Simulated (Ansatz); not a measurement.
**GaN, pressure series**

Start from GaN in the wurtzite structure (space group P6_3mc, No. 186; a = 3.2186 Å, c = 5.2435 Å).

Cell and atoms are relaxed at each pressure.

All numbers come from PBE, PAW, 420 eV (Ansatz, an electronic-structure program; no spin-orbit coupling), earlier PAW set.

Notes on the quantities. enthalpy: H = E + PV relative to the base's energy.

| variant | electron mass | lattice parameter a | band gap | enthalpy |
|---|---|---|---|---|
| base | 0.14 mₑ along c, 0.16 mₑ across (at Γ) | 3.219 Å | 1.71 eV | – |
| pressure −2 GPa | 0.14 mₑ along c, 0.15 mₑ across (at Γ) | 3.231 Å | 1.63 eV | -0.15 eV/atom |
| pressure −1 GPa | 0.14 mₑ along c, 0.16 mₑ across (at Γ) | 3.225 Å | 1.67 eV | -0.07 eV/atom |
| pressure 4.2 GPa | 0.15 mₑ along c, 0.17 mₑ across (at Γ) | 3.194 Å | 1.86 eV | +0.30 eV/atom |
| pressure 9 GPa | 0.17 mₑ along c, 0.18 mₑ across (at Γ) | 3.168 Å | 2.02 eV | +0.64 eV/atom |
| pressure 18 GPa | 0.18 mₑ along c, 0.20 mₑ across (at Γ) | 3.127 Å | 2.28 eV | +1.26 eV/atom |
| pressure 30 GPa | 0.20 mₑ along c, 0.23 mₑ across (at Γ) | 3.081 Å | 2.58 eV | +2.05 eV/atom |
| pressure 45 GPa | 0.22 mₑ along c, 0.25 mₑ across (at Γ) | 3.032 Å | 2.88 eV | +3.00 eV/atom |
| pressure 60 GPa | 0.24 mₑ along c, 0.27 mₑ across (at Γ) | 2.992 Å | 3.14 eV | +3.90 eV/atom |

Load acts through the strain it causes; cell and atoms are relaxed under it. Masses are band curvatures over ±0.01 Å⁻¹ around the edge. No phonon test of stability was made. Measured, GaN leaves this structure (for rock salt) near 47 GPa (temperature not stated; as listed in Datta, Sujoy, Jana, Debnarayan, arXiv (2020)), on rising pressure, with hysteresis.
